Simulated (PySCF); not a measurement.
PySCF 2.14.0, WB97X/def2-svp: Si(F)2(Me)(OSiH3) (C[Si](F)(F)O[SiH3]), 12 atoms. The geometry is a generated start, not checked to be a minimum at this level.

```json
{
 "task": "energy",
 "method": "wb97x",
 "basis": "def2-svp",
 "two_electron_scheme": "exact four-centre integrals",
 "mf.init_guess": "minao (default)",
 "mf.DIIS": "CDIIS (default)",
 "mf.diis_space": "8 (default)",
 "mf.grids.level": "3 (default)",
 "basis_functions": "122",
 "grid_points": "153936"
}
```

```xyz
12

C      1.6840    -1.1330     0.3822
Si     0.7616     0.4944     0.5283
F      1.4626     1.6617    -0.3096
F      0.8009     1.0859     2.0132
O     -0.7707     0.4188     0.0990
Si    -2.1432     0.4717    -0.7850
H      1.2822    -1.8795     1.0606
H      2.7349    -1.0016     0.6242
H      1.6250    -1.5339    -0.6260
H     -3.2036     0.3738     0.2128
H     -2.1486     1.7305    -1.5241
H     -2.0850    -0.6887    -1.6755
```
Charge 0, spin multiplicity 1.

The reference run uses exact four-centre integrals. Single runs; times are not shown.

Settings tried, all else as in the reference:
- mol.max_memory = 200 MB, mf.direct_scf_tol = 1e-09
- mol.max_memory = 200 MB, mf.direct_scf_tol = 1e-06, mf.conv_tol = 1e-06 Hartree
- mol.max_memory = 200 MB, mf.direct_scf_tol = 1e-07, mf.conv_tol = 1e-06 Hartree
- mol.max_memory = 200 MB, mf.direct_scf_tol = 1e-10
- mol.max_memory = 200 MB, mf.direct_scf_tol = 1e-08, mf.conv_tol = 1e-06 Hartree

Q: Sort the settings: which keep to the reference within 1.0 meV/atom in energy, and which don't?

A: Within it: mol.max_memory = 200 MB, mf.direct_scf_tol = 1e-10; mol.max_memory = 200 MB, mf.direct_scf_tol = 1e-09; mol.max_memory = 200 MB, mf.direct_scf_tol = 1e-08, mf.conv_tol = 1e-06 Hartree; mol.max_memory = 200 MB, mf.direct_scf_tol = 1e-07, mf.conv_tol = 1e-06 Hartree. Outside: mol.max_memory = 200 MB, mf.direct_scf_tol = 1e-06, mf.conv_tol = 1e-06 Hartree.

```csv
setting,energy against the reference
"mol.max_memory = 200 MB, mf.direct_scf_tol = 1e-10",under 0.001 meV/atom
"mol.max_memory = 200 MB, mf.direct_scf_tol = 1e-09",under 0.001 meV/atom
"mol.max_memory = 200 MB, mf.direct_scf_tol = 1e-08, mf.conv_tol = 1e-06 Hartree",under 0.001 meV/atom
"mol.max_memory = 200 MB, mf.direct_scf_tol = 1e-07, mf.conv_tol = 1e-06 Hartree",−0.062 meV/atom
"mol.max_memory = 200 MB, mf.direct_scf_tol = 1e-06, mf.conv_tol = 1e-06 Hartree",−2.0 meV/atom
```

Total energies are compared; such shifts often cancel in part in energy differences. The small max_memory forces a direct SCF, where direct_scf_tol acts; the reference holds its integrals in memory. Also tried and not ranked: mol.max_memory = 200 MB, mf.direct_scf_tol = 1e-08 (ended without SCF convergence in 50 cycles); mol.max_memory = 200 MB, mf.direct_scf_tol = 1e-11 (same energy as a listed run); mol.max_memory = 200 MB, mf.direct_scf_tol = 1e-12 (same energy as a listed run); mol.max_memory = 200 MB (same energy as a listed run). The tolerance is a choice made for this comparison.
